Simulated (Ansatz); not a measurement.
Density of states of Si3N4 (P6_3/m) above the conduction band minimum, Ansatz (an electronic-structure program) with PBEsol, rigid bands; cell volume 146.5 Å³.

```csv
energy from edge (eV),10⁻³ states/eV/cell
0.006,52.5
0.031,119
0.056,161
0.081,196
0.106,227
0.131,262
0.156,285
0.181,315
0.206,349
0.231,387
0.256,422
0.281,826
0.319,2100
0.344,3770
0.369,4530
0.394,4680
0.419,4570
0.444,4480
0.469,4470
0.494,4550
0.519,4680
0.544,4990
0.569,5430
0.594,5640
```

Task: What effective density of states at 300 K does this give (∫ g(E) exp(−E/k_BT) dE, both spins, divided by the cell's size)?

Result: 1.7e19 cm⁻³, a density-of-states mass of 0.78 mₑ, valleys and band degeneracy included.

Spin-orbit coupling is left out. Geometry: cell and atoms relaxed with PBEsol.
